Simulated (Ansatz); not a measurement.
Take WC (space group P-6m2, No. 187; a = 2.922 Å, c = 2.846 Å; relaxed with 0.1 eV smearing) as the base. Axes: x lies along a and z along c of the hexagonal cell.

Method: DFT with PBE, PAW potentials and a 420 eV plane-wave cutoff in Ansatz (a quantum-chemistry and plane-wave program), no SOC.

Before the change:

| Item | Value |
|---|---|
| Band gap | zero |
| Shortest interatomic distance | 4.171 bohr |

The change: uniaxial stress, 0.5 GPa compression along z; all other stress components relax to zero.

Problem. Estimate the effect on the strain response, energy relative to the base, band gap and shortest interatomic distance.

Solution. The strain response (xx, yy, zz) is (+0.01, +0.01, −0.06) %; the energy hardly moves; the band gap stays zero; the shortest interatomic distance is nearly the same (4.171 bohr against 4.170 bohr).

Beyond what the load breaks, stability against distortions was not tested. The final runs are not spin-polarised.
